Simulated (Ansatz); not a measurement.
An ideal cubic perovskite cell is held by its symmetry; such compounds can tilt or shift off centre at room temperature. The starting structures come from a database of crystals and need not be the phases stable at ambient conditions.

```xyz
5
Lattice="5.8390 0.0000 0.0000 0.0000 5.8390 0.0000 0.0000 0.0000 5.8390" Properties=species:S:1:pos:R:3 pbc="T T T"
Cs     0.0000     0.0000     0.0000
Sn     2.9195     2.9195     2.9195
Br     2.9195     0.0000     2.9195
Br     0.0000     2.9195     2.9195
Br     2.9195     2.9195     0.0000
```

Space group of this cell: Pm-3m, cubic perovskite. The cell is taken as given; by PBEsol its mean pressure is -0.8 GPa.

All values below come from PBEsol (plane waves, PAW; Ansatz, a program for electronic structure).

The current runs along the normal of the first two printed vectors; no spin-orbit coupling. Scaled by the factor s: the length along the current (ions clamped). Meshes 6×6×6 and 6×6 across the current in all rows.

```json
[
 {"s": "0.97", "mean pressure (GPa)": "-0.1", "band gap (eV)": "0.18"},
 {"s": "1.00", "mean pressure (GPa)": "-0.8", "band gap (eV)": "0.42"},
 {"s": "1.03", "mean pressure (GPa)": "-1.3", "band gap (eV)": "?"}
]
```

Q: Take the slope of the band gap against ln s from the two given rows, extrapolate to s = 1.03, and say what the run there gives.

A: Slope = (0.18 − 0.42) / ln 0.97 = 7.88 eV. The line gives 0.42 + (7.88) × ln 1.03 = 0.65 eV. The run gives 0.45 eV, 0.20 eV under the line, 87 % of the predicted step.
